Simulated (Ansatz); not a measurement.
The starting structures come from a database of crystals and need not be the phases stable at ambient conditions.

Tunnelling through a barrier is set by its complex band structure: the current falls as exp(−2κd) with the smallest κ.

Data:

```yaml
crystal:
  lattice:
    - [6.02958, 0.00000, 0.00000]
    - [0.00000, 11.46837, 0.00000]
    - [3.01479, 0.00000, 1.74059]
  atoms:
    - { symbol: Al, position: [0.33333, 0.92424, 0.00000] }
    - { symbol: Al, position: [0.66667, 0.07576, 0.00000] }
    - { symbol: Al, position: [0.66667, 0.42424, 0.00000] }
    - { symbol: Al, position: [0.33333, 0.57576, 0.00000] }
    - { symbol: Al, position: [0.00000, 0.75000, 0.00000] }
    - { symbol: Al, position: [0.00000, 0.25000, 0.00000] }
    - { symbol: B, position: [0.00000, 0.00000, 0.00000] }
    - { symbol: B, position: [0.00000, 0.50000, 0.00000] }
    - { symbol: C, position: [0.66667, 0.25000, 0.00000] }
    - { symbol: C, position: [0.33333, 0.75000, 0.00000] }
```

Space group of this cell: P6_3/mmc. The cell is taken as given; by PBEsol its mean pressure is 0.7 GPa.

Transport runs along the normal of the first two printed cell vectors, the (110) plane of the conventional cell.

The gap is the functional's own, uncorrected, and κ follows it; spin-orbit coupling is left out. Mid-gap values are interpolated between the computed energies.

Compute, with PBEsol run with Ansatz (a program for electronic structure), the band gap and the smallest decay constant κ at mid-gap.

Gap 0.39 eV on a 18×4×18 mesh; κ = 0.080 1/Å, at the zone centre.
